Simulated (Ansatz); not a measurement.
Ti3O5 (space group Cmcm, No. 63)

```
Ti3O5
1.0
    1.87499    -4.89628     0.00000
    1.87499     4.89628     0.00000
    0.00000     0.00000     9.82188
Ti O
6 10
Direct
  0.69928   0.30072   0.75000
  0.30072   0.69928   0.25000
  0.36999   0.63001   0.55620
  0.63001   0.36999   0.44380
  0.63001   0.36999   0.05620
  0.36999   0.63001   0.94380
  0.73761   0.26239   0.25000
  0.26239   0.73761   0.75000
  0.45070   0.54930   0.37449
  0.54930   0.45070   0.62551
  0.54930   0.45070   0.87449
  0.45070   0.54930   0.12551
  0.81920   0.18080   0.93436
  0.18080   0.81920   0.06564
  0.18080   0.81920   0.43436
  0.81920   0.18080   0.56564
```

Method: PBEsol (Ansatz, an electronic-structure program; PAW; 420 eV plane waves; no spin-orbit coupling). k-mesh 11×11×4 (Γ-centred); smearing 0.05 eV (Fermi–Dirac).

The volume per atom is 11.27 Å³ and the density is 4.12 g/cm³. The band gap comes out as zero. The total energy is -1279.671 eV/atom (σ→0; compares only within this code and set-up).

Whether these cells are dynamically stable was not tested. No Hubbard U is applied, and correlation can decide whether such a compound is a metal. The final runs are not spin-polarised.
